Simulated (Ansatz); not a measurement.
TiN, pressure series

Base system: TiN in the rock salt structure (space group Fm-3m, No. 225).

TiN is modelled in the cubic space group Fm-3m (No. 225), the rock salt structure, Pearson symbol cF8. Conventional cell: a = b = c = 4.2040 Å, α = β = γ = 90.00°. Ti on 4a is coordinated by 6 N at 2.102 Å (octahedral). N on 4b is surrounded by 6 Ti at 2.102 Å (octahedral). (Neighbours: up to the widest gap in distance over summed covalent radii, below 1.35, at either atom; cation-cation and far metal-metal contacts left out.)
(The calculation used a cell of 2 atoms; values per cell refer to that cell.)

Cell and atoms are relaxed at each pressure.

The values are results of PBEsol (Ansatz, a first-principles code; PAW; 420 eV plane waves; scalar-relativistic without spin-orbit coupling), not measurements.

Two rows of this table had their results exchanged by mistake.

| pressure | volume per atom (Å³) | shortest distance (Å) | band gap |
|---|---|---|---|
| pressure −2 GPa | 9.35 | 2.107 | zero |
| pressure −1 GPa | 9.32 | 2.104 | zero |
| pressure 0.3 GPa | 9.28 | 2.101 | zero |
| pressure 0.7 GPa | 9.14 | 2.091 | zero |
| pressure 1.5 GPa | 9.24 | 2.099 | zero |
| pressure 3 GPa | 9.20 | 2.095 | zero |
| pressure 5 GPa | 9.27 | 2.100 | zero |
| pressure 7.5 GPa | 9.07 | 2.085 | zero |
| pressure 10 GPa | 9.00 | 2.080 | zero |

Q: Which two?

A: The rows for pressure 0.7 GPa and pressure 5 GPa: the volume has to fall steadily with pressure, so 9.27 Å³ belongs to pressure 0.7 GPa and 9.14 Å³ to pressure 5 GPa.

Load acts through the strain it causes; cell and atoms are relaxed under it. No phonon test of stability was made. No other phases were tried under pressure. The base started in Pnma and relaxed to Fm-3m at this level. The final runs are not spin-polarised. An odd electron count without spin: TiN.
